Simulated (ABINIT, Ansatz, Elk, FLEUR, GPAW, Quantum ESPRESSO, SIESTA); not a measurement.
One structure in several programs: NaNiO₂ (P2_1/c, 8 atoms in the cell)

Self-consistent single point.

```
NaNiO2
1.0
    5.40214     0.00000     0.00000
    0.00000     3.00088     0.00000
   -1.42080     0.00000     4.80165
Na Ni O
2 2 4
Direct
  0.50000   0.50000   0.50000
  0.50000   0.00000   0.00000
  0.00000   0.50000   0.00000
  0.00000   0.00000   0.50000
  0.80556   0.45579   0.26238
  0.19444   0.54421   0.73762
  0.19444   0.95579   0.23762
  0.80556   0.04421   0.76238
```
Moments meant for the start (each program seeds them in its own way; μB, in the order of the atoms Na Na Ni Ni O O O O): 0.0 0.0 2.0 2.0 0.0 0.0 0.0 0.0.

All programs got the same cell, k-point mesh and kind of occupations, and the same starting moments (in Ansatz's words: kpoints.mp_grid.grid = 3 5 3; magnetization.spin_polarized = true; scf.occupations.method = fermi_dirac; scf.occupations.width = 0.05 eV); potentials, basis and cutoffs are each program's usual ones.

```csv
code,model,largest force (eV/Å),size of the net moment (μB/atom),k-points,cutoff
Elk,"PBEsol, all-electron FP-LAPW, Elk's shipped species files, default APW+lo basis",–,0.25,15,default
Quantum ESPRESSO,"PBEsol, PseudoDojo standard norm-conserving (PBESOL) pseudopotentials",0.344,0.25,15,100 Ry
GPAW,"PBEsol, GPAW PAW datasets PBEsol (made by gpaw-setup)",0.174,0.25,15,950 eV
SIESTA,"GGA PBEsol, numerical atomic orbitals DZP, PseudoDojo PBEsol standard norm-conserving potentials (rewritten from UPF to PSML)",0.198,0.25,23,grid 350 Ry
ABINIT,"PBEsol, PAW (JTH v2.0 PBE PAW, files made for PBE)",0.332,0.25,15,30 Ha
Ansatz,"PBEsol, PAW files made with PBE",0.309,0.25,15,default
FLEUR,"PBEsol, all-electron FLAPW (FLEUR), scalar-relativistic valence",0.378,0.25,15,Kmax 4.8 1/bohr
```

A dash marks a value that a program does not give, or that is left out as unsure.

The spread over the programs that give each value: largest force within 0.204 eV/Å; size of the net moment within 0.00 μB/atom.

The starting cell comes from a database of computed structures (which also holds hypothetical and non-ambient phases and stackings), without a prior relaxation at this level. On Ansatz's run: The magnetic order is the one reached from the typed start; others were not searched systematically. Without a gap this mesh is coarse (it stands for a supercell whose shortest vector is 15 Å).

Why do the programs differ, and what cannot be compared?

Differences of this kind can come from the potentials, where these differ, and from what each basis and cutoff leave unconverged. The valence holds different numbers of electrons (Quantum ESPRESSO 78, GPAW 70, SIESTA 78, ABINIT 78, Ansatz (an electronic-structure program) 78, FLEUR 74). The zero of total energies and Fermi levels follows the potentials and each program's conventions, so they are not compared here. SIESTA uses small atom-centred bases, whose incompleteness enters pressures, forces and empty levels differently from a plane-wave cutoff. Elk and FLEUR treat all electrons, but the usual bases taken here (sphere radii, linearisation, local orbitals, empty states) were not tested for convergence, so the values are no reference for the others. Site moments depend on each program's spheres or projections; the total moment of the cell does not. The programs reduce the same mesh by symmetry to different extents, which changes the work and not the result. In the pressure, SIESTA (by 1.48) and ABINIT (by 3.18) lie more than 1 GPa from the median of the plane-wave programs. In the force vectors, GPAW (by 0.169) and SIESTA (by 0.246) lie more than 0.08 eV/Å from the median of the plane-wave programs.

The shared mesh is coarse (it stands for a supercell whose shortest vector is 15 Å), so the values are not converged in it.

Keys are those of Ansatz 0.2.
